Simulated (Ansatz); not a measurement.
Start from WSe2 (space group P6_3/mmc, No. 194; a = 3.2790 Å, c = 12.7862 Å; layered, stacked along the Cartesian z axis).

Calculations: PBE-D3(BJ) in Ansatz (plane waves to 420 eV, PAW, no spin-orbit coupling).

Strains are applied to the cell and any free atomic positions relax.

One change was made to it. Results:

The band gap grows by 0.10 eV (0.87 eV → 0.97 eV); the valence-band top at Γ (three highest levels, from the VBM) becomes 0.00, -0.98, -1.04 eV (base: 0.00, -0.96, -1.20 eV); the smallest direct gap drops by 0.19 eV (1.57 eV → 1.38 eV).

Problem. Which of these changes matches the shifts?
A) isotropic strain +3.00 %
B) isotropic strain +1.20 %
C) isotropic strain +0.60 %
D) isotropic strain +1.80 %
E) isotropic strain +2.40 %

Solution. D, isotropic strain +1.80 %. For comparison, the valence-band top at Γ in the other runs: isotropic strain +2.40 % gives 0.00, -0.92, -1.06 eV; isotropic strain +3.00 % gives 0.00, -0.86, -1.08 eV; isotropic strain +1.20 % gives 0.00, -1.02, -1.05 eV; isotropic strain +0.60 % gives 0.00, -0.99, -1.12 eV.

Spin-orbit coupling, missing from the scalar runs, can matter with W. Gaps are Kohn–Sham eigenvalue differences; semilocal functionals usually give less than the measured gap. No phonon test of stability was made.

Ansatz is a program for electronic structure.
